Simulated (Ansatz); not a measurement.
**Quick settings and what they miss: CaMg (Pmma, 4 atoms in the cell)**

Self-consistent single point.

```
CaMg
1.0
    5.63503     0.00000     0.00000
    0.00000     3.51895     0.00000
    0.00000     0.00000     5.89548
Ca Mg
2 2
Direct
  0.75000   0.50000   0.69077
  0.25000   0.50000   0.30923
  0.75000   0.00000   0.17510
  0.25000   0.00000   0.82490
```

Method: LDA (PW92), harder PAW files (source: ansatz) made with PBE (plane waves; Ansatz, a first-principles code).

Base settings: basis.ecutwfc = 620 eV; kpoints.mp_grid.grid = 6 9 6; kpoints.mp_grid.shift = 0.5 0.5 0.5; hamiltonian.xc = lda; hamiltonian.pseudopotentials = {kind: paw, source: ansatz}; scf.occupations.method = cold; scf.occupations.width = 0.136 eV.

Tight run (finer mesh or higher cutoff; not a proven limit): basis.ecutwfc: 620 eV → 870 eV; kpoints.mp_grid.grid: 6 9 6 → 9 13 9; scf.convergence.dr2_threshold: default (1e-07 eV) → 1e-09 eV. It gave Fermi level (on the code's own zero) 5.60 eV; pressure -0.59 GPa; largest force (vector length) 0.084 eV/Å.

Quick runs, as changes from the base:
- A: the base itself
- B: basis.ecutwfc: 620 eV → 370 eV; kpoints.mp_grid.grid: 6 9 6 → 6 6 6; hamiltonian.xc: lda → pbesol; scf.occupations.method: cold → gaussian; scf.occupations.width: 0.136 eV → 0.272 eV [PBEsol]
- C: basis.ecutwfc: 620 eV → 310 eV; kpoints.mp_grid.grid: 6 9 6 → 8 8 8
- D: basis.ecutwfc: 620 eV → 495 eV; kpoints.mp_grid.grid: 6 9 6 → 6 6 6; scf.occupations.width: 0.136 eV → 0.272 eV
- E: basis.ecutwfc: 620 eV → 435 eV; kpoints.mp_grid.grid: 6 9 6 → 4 4 4; scf.occupations.width: 0.136 eV → 0.2 eV; scf.convergence.dr2_threshold: default (1e-07 eV) → 0.0001 eV
- F: basis.ecutwfc: 620 eV → 370 eV; kpoints.mp_grid.grid: 6 9 6 → 3 3 3; hamiltonian.xc: lda → pbesol; scf.occupations.width: 0.136 eV → 0.272 eV; scf.convergence.dr2_threshold: default (1e-07 eV) → 0.0001 eV [PBEsol]

Energies are extrapolated to zero smearing width, which holds to low order in the width alone.

Dashes: energy of B, F, another energy zero.

† marks runs with another functional, U, potentials or spin treatment: their distance from the tight run is not a convergence error alone.

The count of work is k-points × plane waves × bands × iterations; it is no time. 

Pressures in the table are Ansatz's without its Pulay estimate, at a fixed set of plane waves; the tight run's value above holds the estimate.

The starting cell comes from a database of computed structures (which also holds hypothetical and non-ambient phases and stackings), without a prior relaxation at this level. Its lattice was rescaled by a random factor within 2.5 % of one.

| run | energy less tight (meV/atom) | pressure less tight (GPa) | largest miss in a force vector (eV/Å) | count of work / tight |
|---|---|---|---|---|
| A | -2.5 | -0.04 | 0.005 | 0.14 |
| B† | – | -14.96 | 0.028 | 0.038 |
| C | 2365.6 | -72.98 | 0.049 | 0.069 |
| D | 8.2 | -0.60 | 0.024 | 0.059 |
| E | 90.1 | -3.14 | 0.064 | 0.011 |
| F† | – | -15.23 | 0.038 | 0.0085 |

Among the runs at the tight run's level, the energy misses run from 2.5 to 2365.6 meV/atom.

Keys are those of Ansatz 0.2.
